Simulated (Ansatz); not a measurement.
Consider the following.

```
CELL_PARAMETERS angstrom
      2.58327     0.00000     0.00000
      0.00000     2.58327     0.00000
      0.00000     0.00000     2.58327
ATOMIC_POSITIONS crystal
  Be 0.00000 0.00000 0.00000
  Ni 0.50000 0.50000 0.50000
```

All values below come from PBEsol, DFPT electron-phonon coupling, linearised Boltzmann equation (plane waves, PAW, scalar-relativistic; Ansatz, an electronic-structure program). Geometry: relaxed with this functional, without spin-orbit coupling.

Estimate the phonon-limited resistivity at 300 K, by direction if it differs.

6.6 μΩ·cm.

And the electrons' mean free path at that temperature?

15.9 nm, weighted by the current that each state carries. Wires not much wider than this gain resistivity from their walls.

A metal at this level (no band gap). Only scattering by harmonic phonons is included (no impurities, grain boundaries, electron-electron scattering or thermal expansion). Spin-orbit coupling is left out. Halving the electron mesh (32x32x32) moves the resistivity by up to 10 % at 300 K, the mean free path by up to 6 %. Smearing 0.20 eV; phonons on a 5x5x5 q mesh, which this run doesn't test.

Computed structure, not matched to a measured one here, so possibly hypothetical: BeNi (Pm-3m). Treated as nonmagnetic (a ferromagnetic start lost its moment, other orders weren't tried): BeNi (Pm-3m).
